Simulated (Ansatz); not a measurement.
Functionals compared on the (32-52) surface of hcp Be in its 1x1 cell, outermost plane spacing 0.15 Å in the ideal cut, in Ansatz (plane waves, PAW). The structure was relaxed with PBE; the other rows are single points on it. Cutoff 420 eV (500 eV for r2SCAN).

Set-up: 50 atoms, 10.6 Å thick at the start; mesh 9x5x1; 0.1 eV smearing; dipole correction on; all atoms relaxed; start symmetry kept, larger cells not searched; no spin, no spin-orbit, no U. These notes are the PBE run's.

```
functional  work function of the top face (eV)         rough cost of the single point
----------  ----------------------------------  -------------------------------------
PBE                                       4.57                                      –
LDA                                       4.74               roughly 2.9 core-minutes
PBEsol                                    4.62            very roughly 3 core-minutes
RPBE                                      4.48  about 3 core-minutes (a rough figure)
r2SCAN                                    4.58                 roughly 5 core-minutes
```

Ansatz is a program for electronic structure.
